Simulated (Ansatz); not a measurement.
Consider the following.

```xyz
8
Lattice="5.5357 0.0000 0.0000 0.0000 5.5357 0.0000 2.7679 -2.7679 5.3862" Properties=species:S:1:pos:R:3 pbc="T T T"
Cu     0.0000     0.0000     0.0000
Cu     2.7679     0.0000     2.6931
Zn     5.5357     2.7679     2.6931
Sn     2.7679     2.7679     0.0000
S      7.0057    -1.4286     3.9906
S      4.0658     1.4286     3.9906
S      1.3393     1.2979     1.3956
S      4.1965     4.2378     1.3956
```

No spin polarisation.

Method: plane-wave PAW DFT at the PBE level (Ansatz, a quantum-chemistry and plane-wave program, 420 eV), no spin-orbit coupling, earlier PAW set. Γ-centred 9×9×9 mesh, Fermi–Dirac width 0.05 eV.

Task: Predict the band gap.

Result: Zero.

Task: Estimate the pressure (mean of the normal stresses, compression positive).

Result: -0.6 GPa.

Task: What space group does the calculation give?

Result: I-4 (No. 82).

The cells carry an imposed strain or load. Stability against distortions was not tested. All final runs are without spin polarisation. The cell was made from ZnCu2SnS4 (space group I-4, No. 82) by this change: biaxial strain +1.23 %, plane normal [001], relaxed out of plane. Gaps under 0.05 eV, about the width of the smearing, are given as zero. The zero or small gap of ZnCu2SnS4 can change with the level of theory.
